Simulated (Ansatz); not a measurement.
For BeS (model structure, started from the NiAs type, P6₃/mmc, No. 194, 4 atoms in the cell), PBEsol (Ansatz, a program for electronic structure, plane waves, PAW) gives:

```
Item                       Value
------------------  ------------
lattice constant a       3.271 Å
c axis length            5.207 Å
cohesive energy     4.33 eV/atom
band gap                 1.39 eV
```

Question: What does r²SCAN+rVV10 in Ansatz (PAW) give for the same quantities?

Answer: 
- lattice constant a: 3.293 Å (grows by 0.7 %)
- lattice parameter c: 5.246 Å (grows by 0.7 %)
- cohesive energy: 4.16 eV/atom (shrinks by 0.17 eV/atom)
- band gap: 1.79 eV (rises by 0.40 eV)

Changes are worked out from the printed values.

Unless a cell is named, each level is at its own relaxed cell (PBEsol 12.06, r²SCAN+rVV10 12.32 Å³/atom).

Density-functional gaps are differences of (generalised) Kohn–Sham levels.

Ansatz's density-functional and Hartree–Fock values are scalar-relativistic unless marked +SOC, with PAW data made under PBE.

A model structure was made by putting elements into a prototype or built by hand; it is no filed structure, need not be a known phase, and can be a saddle point held by its symmetry.
